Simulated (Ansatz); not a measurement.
Functionals compared on a constructed model of the (100) surface of fcc Al, a pseudomorphic layer of Hf in the host's stacking (bottom of the slab: a bare face, its two planes held), in Ansatz (plane waves, PAW). The structure was relaxed with PBE; the other rows are single points on it. Cutoff 420 eV (500 eV for r2SCAN).

Set-up: 7 atoms, 12.4 Å thick at the start; mesh 13x13x1; 0.1 eV smearing; dipole correction on; 2 atoms held, the rest relaxed; start symmetry kept, larger cells not searched; no spin, no spin-orbit, no U. It is one candidate, not shown to be the stable structure of the face. These notes are the PBE run's.

| functional | work function of the top face (eV) | rough cost of the single point |
|---|---|---|
| PBE | 4.46 | – |
| RPBE | 4.32 | roughly 20 core-seconds |
| r2SCAN | (withheld) | about 50 core-seconds (a rough figure) |

Task: Some entries are withheld; supply them.

Result: 
- r2SCAN, work function of the top face (eV): 4.50

Ansatz is a first-principles code.
